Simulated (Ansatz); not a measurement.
Pyrite PtAs2, treated with PBE-D4 (Ansatz, a program for electronic structure, PAW).

Run with plane-wave cutoff 520 eV, 6×6×6 k mesh, Fermi–Dirac smearing 0.01 eV, scalar-relativistic PAW data made under PBE.

Shape and atoms are relaxed at each volume.

Pressure at four volumes; x = ln(V/17.952 Å³). One pressure is withheld.

```tsv
V (Å³/atom)	x	P (GPa)
17.234	-0.0408	6.84
17.952	0.0000	0.00
18.311	0.0198	-2.84
18.670	0.0392	?
```

Q: Pass a parabola P(x) through the three rows shown, estimate the bulk modulus and its pressure derivative near zero pressure, and predict the withheld pressure.

A: Slopes between the rows: (0.00 − (6.84))/(0.0000 − (-0.0408)) = -167.65 and (-2.84 − (0.00))/(0.0198 − (0.0000)) = -143.43 GPa. Their difference over the span 0.0606 is c = 24.22/0.0606 = 399.7 GPa, so P(x) = 6.84 + (-167.65)(x − (-0.0408)) + 399.7 (x − (-0.0408))(x − (0.0000)). At the middle row B = −dP/dx = −[-167.65 + 399.7 × 0.0408] = 151.3 GPa, and B′ = dB/dP = 2c/B = 5.3. At x = 0.0392 the parabola gives -5.32 GPa; the run gives -5.36 GPa. The Birch–Murnaghan fit to the energies at all volumes has B0 = 151 GPa and B′ = 5.1.

Note: the bulk modulus comes from volumes at which shape and atoms were relaxed.

Spin–orbit coupling is not included.
